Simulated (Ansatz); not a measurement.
For LaN (model structure, started from the zincblende type, F-43m, No. 216, 2 atoms in the cell), LDA in Ansatz (PAW) gives:

equilibrium lattice constant a: 5.505 Å
bulk modulus: 96.7 GPa
band gap: 1.02 eV

Question: What does r²SCAN in Ansatz (PAW) give for the same quantities?

Answer: 
- lattice constant a: 5.605 Å (goes up by 1.8 %)
- bulk modulus: 90.0 GPa (decreases by 6.9 %)
- band gap: 1.51 eV (increases by 0.49 eV)

Changes are worked out from the printed values.

Unless a cell is named, each level is at its own relaxed cell (LDA 20.85, r²SCAN 22.01 Å³/atom).

Spin–orbit coupling is included only where a level's name says +SOC; with heavier elements it mostly lowers gaps and can invert bands. Density-functional gaps are differences of (generalised) Kohn–Sham levels.

Caveats: the bulk modulus is −V dP/dV from two relaxed cells at ±2 % in volume (LDA, r²SCAN). Ansatz's density-functional and Hartree–Fock values are scalar-relativistic unless marked +SOC, with PAW data made under PBE.

A model structure was made by putting elements into a prototype or built by hand; it is no filed structure, need not be a known phase, and can be a saddle point held by its symmetry.

Ansatz is a program for electronic structure.
